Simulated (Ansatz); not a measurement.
Start from Pd in the fcc (Cu type) structure (space group Fm-3m, No. 225; a = 3.910 Å; relaxed with 0.1 eV smearing). Axes: x, y, z lie along the cube axes.

Calculations: r2SCAN in Ansatz (plane waves to 500 eV, PAW, no spin-orbit coupling).

Modification: the cell is compressed by 2.78 % along x with no lateral relaxation, atoms relaxed at fixed cell.

Task: Predict the stress tensor and what it implies for the stiffness.

Result: Stress of the strained cell less that of the base (GPa, compression positive):
```
    6.5     0.0     0.0
    0.0     5.2     0.0
    0.0     0.0     5.2
```

Then −Δσ_ii/ε with ε = -0.0278 gives secant stiffness values (nonlinear terms included at this strain): C11 ≈ 236 GPa, C12 ≈ 186 GPa and C13 ≈ 186 GPa.

As a check, the harmonic strain energy −½ V₀ Δσ:ε is 8.5 meV/atom; the computed energy rise is 8.3 meV/atom.

No phonon test of stability was made. The final runs are not spin-polarised. Pd has a high density of states at the Fermi level and may be magnetic at this level.

Ansatz is a quantum-chemistry and plane-wave program.
